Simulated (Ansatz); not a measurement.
# A computed series for Ca3SiO: response to strain

The parent structure is Ca3SiO (space group Imma, No. 74; a = 6.5828 Å, b = 9.3087 Å, c = 6.6031 Å; a cell from a computed database, its experimental status unchecked). Axes: x, y, z lie along a, b, c of the conventional cell.

Strains are applied to the cell and any free atomic positions relax; under biaxial strain the out-of-plane vector relaxes too.

The values are results of DFT with PBEsol, PAW potentials and a 420 eV plane-wave cutoff in Ansatz (a quantum-chemistry and plane-wave program), scalar-relativistic without spin-orbit coupling, not measurements.

Notes on the quantities. energy relative to the base: free energy F; pressure: mean of the normal stresses, compression positive.

```json
[
 {"change": "base", "energy relative to the base": "0 meV/atom", "shortest interatomic distance": "2.336 Å", "pressure": "0.0 GPa", "band gap": "zero"},
 {"change": "biaxial strain −3.70 %, plane normal [001], relaxed out of plane", "energy relative to the base": "+27 meV/atom", "shortest interatomic distance": "2.263 Å", "pressure": "4.0 GPa", "band gap": "zero"},
 {"change": "biaxial strain −2.27 %, plane normal [001], relaxed out of plane", "energy relative to the base": "+9.9 meV/atom", "shortest interatomic distance": "2.291 Å", "pressure": "2.4 GPa", "band gap": "zero"},
 {"change": "biaxial strain +1.72 %, plane normal [001], relaxed out of plane", "energy relative to the base": "+5.3 meV/atom", "shortest interatomic distance": "2.348 Å", "pressure": "-1.6 GPa", "band gap": "zero"},
 {"change": "isotropic strain +1.96 %", "energy relative to the base": "+13 meV/atom", "shortest interatomic distance": "2.385 Å", "pressure": "-3.3 GPa", "band gap": "0.09 eV"}
]
```

A biaxial case was relaxed in a doubled cell and then solved in the primitive one. No phonon test of stability was made. The final runs are not spin-polarised. Gaps under 0.05 eV, about the width of the smearing, are given as zero. A zero or small gap of Ca3SiO can be the functional's error rather than a property of the material.
